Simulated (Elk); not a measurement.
A self-consistent single point of CaGaSiH (P3m1, 4 atoms in the cell) with Elk.

Method: Elk with PBEsol, all-electron FP-LAPW, Elk's shipped species files, default APW+lo basis.

The change in words: lattice scaled by 0.98. Reference geometry:
```xyz
4
Lattice="4.0911 0.0000 0.0000 -2.0455 3.5430 0.0000 0.0000 0.0000 4.7628" Properties=species:S:1:pos:R:3 pbc="T T T"
Ca     0.0000     0.0000     0.0000
Ga     2.0456     1.1810     2.6519
Si     0.0000     2.3620     2.0656
H      2.0456     1.1810     4.4056
```

Reference input (self-consistent single point, DFT, PBEsol, all-electron FP-LAPW, Elk's shipped species files, default APW+lo basis): xctype = 22; rgkmax = 7; stype = 3; swidth = 0.000734986 Ha; ngridk = 6 6 5. This run's input differs from it in these lines:

```diff
@@ -19,5 +19,5 @@
 avec
-    4.0911002717   -0.0000000630    0.0000000000
-   -2.0455500812    3.5429967962    0.0000000000
-    0.0000000000    0.0000000000    4.7628000000
+    4.0092782316   -0.0000000537    0.0000000000
+   -2.0046390693    3.4721368263    0.0000000000
+    0.0000000000    0.0000000000    4.6675440000
```

Log, with long lists cut:

```
│ Self-consistent loop started │
│ Loop number : 1 │
 total energy                :     -2912.85924540
│ Loop number : 2 │
 total energy                :     -2912.93717754
RMS change in Kohn-Sham potential (target) :    180.3403395     (  0.1000000000E-05)
Absolute change in total energy (target)   :   0.7793214188E-01 (  0.1000000000E-03)
│ Loop number : 3 │
 total energy                :     -2912.33329196
RMS change in Kohn-Sham potential (target) :    111.0864370     (  0.1000000000E-05)
Absolute change in total energy (target)   :   0.5844025513     (  0.1000000000E-03)
│ Loop number : 4 │
   [... lines left out ...]
Absolute change in total energy (target)   :   0.5060602780E-04 (  0.1000000000E-03)
│ Loop number : 17 │
 total energy                :     -2912.43206807
RMS change in Kohn-Sham potential (target) :   0.1752154625E-05 (  0.1000000000E-05)
Absolute change in total energy (target)   :   0.1407628179E-04 (  0.1000000000E-03)
│ Loop number : 18 │
 total energy                :     -2912.43206925
RMS change in Kohn-Sham potential (target) :   0.2570303119E-06 (  0.1000000000E-05)
Absolute change in total energy (target)   :   0.4699934834E-05 (  0.1000000000E-03)
Convergence targets achieved

│ Loop number : 19 │

Energies :
 Fermi                       :     0.231196811876
 total energy                :     -2912.43206899

Density of states at Fermi energy :   0.2579227448E-01
 (states/Hartree/unit cell)

Estimated indirect band gap :   0.1170378475E-01
 from k-point     21 to k-point      4
Estimated direct band gap   :   0.4733040196E-01
 at k-point      4

Charges :
 core                        :    38.00000000
 valence                     :    28.00000000
 interstitial                :    5.988372614
 muffin-tins (core leakage)
  species :    1 (Ca)
   atom    1                 :    18.21025354     (  0.1967184105E-07)
  species :    2 (Ga)
   atom    1                 :    28.93940172     (  0.5575662823E-02)
  species :    3 (Si)
   atom    1                 :    12.26278115     (  0.1364183641E-02)
  species :    4 (H)
   atom    1                 :   0.5991909760     (   0.000000000    )
 total in muffin-tins        :    60.01162739
 total calculated charge     :    65.99454647
 total charge                :    66.00000000
 error                       :   0.5453533907E-02

│ Self-consistent loop stopped │
```

The run converged in 19 iterations. The count includes the last loop, which Elk runs after its targets are met. Against the reference run the gap on the mesh goes from 0.397 to 0.318 eV.

The starting cell comes from a database of computed structures (which also holds hypothetical and non-ambient phases and stackings), without a prior relaxation at this level. For this run, on top of that: lattice scaled by 0.98. Values depend on the basis (sphere radii, cutoffs, local orbitals), which need not be converged.

Cost on one core of a shared machine: roughly 80 s.
